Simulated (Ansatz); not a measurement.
Base system: PbSe in the rock salt structure (space group Fm-3m, No. 225).

```
CELL_PARAMETERS angstrom
      0.00000     3.08885     3.08885
      3.08885     0.00000     3.08885
      3.08885     3.08885     0.00000
ATOMIC_POSITIONS crystal
  Se 0.00000 0.00000 0.00000
  Pb 0.50000 0.50000 0.50000
```

Method: r2SCAN (Ansatz, an electronic-structure program; PAW; 500 eV plane waves; spin-orbit coupling left out), earlier PAW set.

For the base:

* **Valley order**: L along ⟨111⟩ 0.67 eV; a point along ⟨110⟩, about 0.6 Å⁻¹ from Γ 1.47 eV

Now apply this change: 0.0295 holes added to each cell, a density of 5.0×10^20 cm⁻³, with a uniform compensating background at fixed cell and a 300 K Fermi–Dirac width.

**Question.** What happens to the valley order?

**Answer.** The valley order (the lowest conduction-band minima on the path, energy above the VBM, named in the base's zone) becomes L along ⟨111⟩ 0.68 eV; a point along ⟨110⟩, about 0.6 Å⁻¹ from Γ 1.48 eV (base: L along ⟨111⟩ 0.67 eV; a point along ⟨110⟩, about 0.6 Å⁻¹ from Γ 1.47 eV).

**Question.** What does the calculation give for the Fermi level from band edge after the change?

**Answer.** The Fermi level relative to the doped band's edge (positive inside the band; to 0.05 eV) comes out as +0.35 eV.

Charged cell with a jellium background: band edges are those of the host's band count, energies are not comparable with the neutral cell, and many-body gap narrowing is missing. With Pb present, leaving out spin-orbit coupling can change the band edges. The levels and masses belong to the bands next to the band gap. Stability against distortions was not tested.
